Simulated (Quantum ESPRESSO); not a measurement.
Quantum ESPRESSO is run on Cs₃LiF₄ (P1, 16 atoms in the cell), and the run fails. The aim is a self-consistent single point with DFT, PBEsol, plane waves, SSSP 1.1.2 efficiency (PBE) pseudopotentials.

Cell that was meant: a = 7.4635 Å, b = 7.4635 Å, c = 8.8659 Å, α = 102.73°, β = 102.73°, γ = 47.69°.

Part of the input:

```fortran
F     0.108600000    0.076717000    0.252757000
F     0.908172000    0.898897000    0.764505000
F     0.800618000    0.802816000    0.389655000
F1     0.191062000    0.210117000    0.586311000
K_POINTS {automatic}
4 4 2  0 0 0
```

Output (repeated stretches shortened):

```
     This program is part of the open-source Quantum ESPRESSO suite
     for quantum simulation of materials; please cite

 %%%%%%%%%%%%%%%%%%%%%%%%%%%%%%%%%%%%%%%%%%%%%%%%%%%%%%%%%%%%%%%%%%%%%%%%%%%%%%
     Error in routine read_cards (16):
     species F1 in ATOMIC_POSITIONS is nonexistent
 %%%%%%%%%%%%%%%%%%%%%%%%%%%%%%%%%%%%%%%%%%%%%%%%%%%%%%%%%%%%%%%%%%%%%%%%%%%%%%

     stopping ...
```

Question: From the messages shown, name the fault and mend the input.

Answer: The fault is an atom label that is not in the list of species. Labels in the positions must match the species card. To fix it, correct the label. The program stopped before any SCF iteration.

An input that runs soundly differs in these lines (not the only fix; some lines may just follow from the change or write a value another way):
```diff
-F1     0.191062000    0.210117000    0.586311000
+F     0.191062000    0.210117000    0.586311000
```

With that input, the run converged in 12 iterations: free energy E − TS -10818.6252 eV; top of the valence band (on the code's own zero) 2.78 eV; gap on the k-point mesh 5.53 eV; pressure -0.31 GPa; largest force (vector length) 1.368 eV/Å (DFT, PBEsol, plane waves, SSSP 1.1.2 efficiency (PBE) pseudopotentials).

On the sound input: the starting cell comes from a database of computed structures (which also holds hypothetical and non-ambient phases and stackings), without a prior relaxation at this level. Its atoms were displaced at random from the sites of space group no. 12. Forces in this geometry exceed 1 eV/Å.
